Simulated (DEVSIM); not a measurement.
Structure: Ti/SiON/p-Si capacitor, at 300 K.

Layer 1 from the left is SiON, thickness (nm) 7.20. Layer 2 from the left is Si, thickness (nm) 490, Na (cm⁻³) 1.4e18.

Metal gate on the left, work function 4.33 eV. Fixed charge at the semiconductor interface 4e11 cm⁻² (in units of +e); no interface traps.

This is a model device: material constants are rounded textbook-type values typed into the input, and sizes, dopings and lifetimes were drawn at random. Values at 300 K.

SiON: gap (eV) 7, affinity (eV) 1.4, permittivity 5.5. Si: gap (eV) 1.124, affinity (eV) 4.05, permittivity 11.7, Nc (cm⁻³) 2.86e19, Nv (cm⁻³) 3.1e19.

Simulated with DEVSIM: 1D Poisson equation in equilibrium, Boltzmann statistics, complete ionisation; no quantum confinement or tunnelling. Metal contacts follow the ideal Schottky-Mott rule: no Fermi-level pinning, no interface dipoles.

### Question
What does the simulation give for the flat-band voltage, the minimum of the low-frequency capacitance?

### Answer
flat-band voltage -0.86 V; minimum of the low-frequency capacitance 0.248 μF/cm².
